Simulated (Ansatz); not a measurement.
An Ansatz (an electronic-structure program) run: InAs with a change (biaxial strain −0.20 %, plane normal [110], relaxed out of plane); r2SCAN (Ansatz; PAW; 500 eV plane waves; no spin-orbit coupling).

Input:

Ansatz 0.2 input:
```yaml
crystal:
  lattice:
    - [4.3113210549, 0, 0]
    - [0, 6.0971287076, 0]
    - [2.1556605275, 3.0485643538, 2.1621404689]
  atoms:
    - { symbol: As, position: [0.5, 0.75, 0] }
    - { symbol: In, position: [0, 0, 0] }
basis: { ecutwfc: 500, ecutrho_ratio: 4, xc_grid: 4, fft_grid_basis: typed }
kpoints: { mp_grid: { grid: [9, 9, 9] } }
hamiltonian:
  xc: r2scan
  dispersion: none
  pseudopotentials: { kind: paw }
scf: { occupations: { method: fermi_dirac, width: 0.05 } }
relax: { f_tol: 0.005, max_steps: 50, cell: { stress_tol: 0.01, fix: [a, b, gamma] } }
output: { forces: true, stress: true }
checkpoint: { write: state.ck, write_every: 1000 }
```

Output (explanatory and most iteration lines left out):

```
Relaxation: its limit of steps is 50 (relax.max_steps)
Pseudopotential: As, paw, valence charge 15
Pseudopotential: In, paw, valence charge 13
Crystal: 2 atoms, lattice volume = 56.835 Å³
Basis set: ecut = 500 eV, 1459 PW (Γ), exchange–correlation on 128×180×128 points (64 copies of the dense FFT grid, shifted against one another)
Bands: 18, of which v1, the nominal top of the filled ones, is band 14 counted from 1 (13 counted from 0)
Symmetry: 4 space group operations
Space group: Imm2 (ITA 44), of the structure as read, at distance tolerance 3.8e-5 Å
k-points: 125 of 729 (time reversal used)
Functional: x = r2scan, c = r2scan; τ floored in thin density (d = 2e-4 eV/Å³)
SCF iter   1: F=—  HF=-10477.171479 eV  |F-HF|=—  |Δ(HF+E_count)|=         —  Δρ=5.94e-3  dr2=1.14e-2  dr2_τ=7.60e-3  ethr=1.77e-3  ⟨swp⟩=6.0  Hψ=11318  notcnv=0
SCF iter   2: F=—  HF=-10477.177659 eV  |F-HF|=—  |Δ(HF+E_count)|=   6.18e-3  Δρ=1.69e-3  dr2=1.28e-3  dr2_τ=6.80e-5  ethr=4.07e-5  ⟨swp⟩=2.0  Hψ=5500  notcnv=0
SCF 1 converged in 6 iterations: F = -10477.178023 eV  dr2 = 1.63e-8
relax step   1: F+E_penalty+E_count = -10477.17802307 eV  Δ(F+E_penalty+E_count) = +0.000e0 eV  max|allowed force component| = 2.228e-2 eV/Å  Δτ_max = 0.0000 Å  P = +0.175 GPa  Ω = 56.835 Å³  fix = [a, b, gamma]  reactions: a +0.333, b +0.212 GPa  (6 SCF iters, dr2 threshold 1.00e-7 eV, accepted)
[... steps on the carried basis left out ...]
relax step   3: F+E_penalty+E_count = -10477.17805762 eV  Δ(F+E_penalty+E_count) = -1.342e-5 eV  max|allowed force component| = 3.932e-6 eV/Å  Δτ_max = 0.0010 Å  P = +0.150 GPa  Ω = 56.859 Å³  energy of the carried Pulay correction = -2.134e-6 eV  fix = [a, b, gamma]  reactions: a +0.259, b +0.192 GPa  (4 SCF iters, dr2 threshold 1.04e-8 eV, accepted)
Crystal: 2 atoms, lattice volume = 56.859 Å³
SCF iter   1: F=—  HF=-10477.178061 eV  |F-HF|=—  |Δ(HF+E_count)|=         —  Δρ=2.54e-6  dr2=4.35e-9  dr2_τ=1.75e-10  ethr=1.05e-7  ⟨swp⟩=2.9  Hψ=16919  notcnv=0
SCF iter   2: F=—  HF=-10477.178059 eV  |F-HF|=—  |Δ(HF+E_count)|=   1.31e-6  Δρ=9.86e-7  dr2=2.97e-10  dr2_τ=3.97e-11  ethr=1.56e-11  ⟨swp⟩=2.9  Hψ=4723  notcnv=0
SCF 4 converged in 5 iterations: F = -10477.178059 eV  dr2 = 2.31e-13
SCF converged after 5 iterations
Free energy (F): -10477.178059 eV
Internal energy: -10477.177684 eV  (E = F + TS)
E sigma→0 (E₀):  -10477.177872 eV
Entropy (-TS):   -0.000375 eV (-0.188 meV/atom)
Fermi energy:    7.340368 eV
--- Forces (eV/Å), atoms counted from 1 ---
  atom   1  As    -0.00000000     0.00000351    -0.00000000
  atom   2  In     0.00000000    -0.00000392     0.00000000
--- Stress (GPa, compression-positive) ---
        0.258786      -0.000000      -0.000000
       -0.000000       0.192350      -0.000000
       -0.000000      -0.000000       0.000063
  P = ⅓ Tr σ = 0.1504 GPa (1.504 kbar)
--- Relaxed structure (3 steps of the walk, 3 accepted, 1 SCFs on fresh bases) ---
  cell:  # Å, volume = 56.8587 Å³
    - [4.3113210549, 1.1068966009408825e-26, -4.98501910708257e-11]
    - [1.565308385890128e-26, 6.0971287076, -6.901486907560119e-20]
    - [2.15566052747501, 3.0485643538, 2.163022230050624]
  atoms:
    - { symbol: As, position: [0.49999999999999994, 0.7497185081413774, 1.1016092514361452e-20] }
    - { symbol: In, position: [-1.66916875834442e-20, 0.00028149185862260355, -1.1016091604331795e-20] }
```

Whether these cells are dynamically stable was not tested. The cell was made from InAs in the zinc blende structure (space group F-43m, No. 216) by this change: biaxial strain −0.20 %, plane normal [110], relaxed out of plane.
